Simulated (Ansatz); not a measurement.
We consider Bi4Ge3O12 (I-43d, No. 220), described by LDA (plane waves, PAW; Ansatz, an electronic-structure program).

Numerical settings: plane-wave cutoff 520 eV, 6×6×6 k mesh, Fermi–Dirac smearing 0.01 eV, scalar-relativistic PAW data made under PBE.

Response to compression and expansion:

| V (Å³/atom) | P (GPa) | direct gap at Γ (eV) | smallest gap on the k mesh (eV) |
|---|---|---|---|
| 14.042 | 2.94 | 4.049 | 3.729 |
| 14.334 | 1.39 | 4.043 | 3.685 |
| 14.627 | 0.01 | 4.035 | 3.645 |
| 14.919 | -1.23 | 4.025 | 3.609 |
| 15.212 | -2.31 | 4.016 | 3.578 |

The fundamental gap (3.64 eV at the equilibrium volume, with added k points) lies elsewhere than Γ–Γ.

Spin–orbit coupling is not included; with these elements it can move the gap by several tenths of an eV or more.
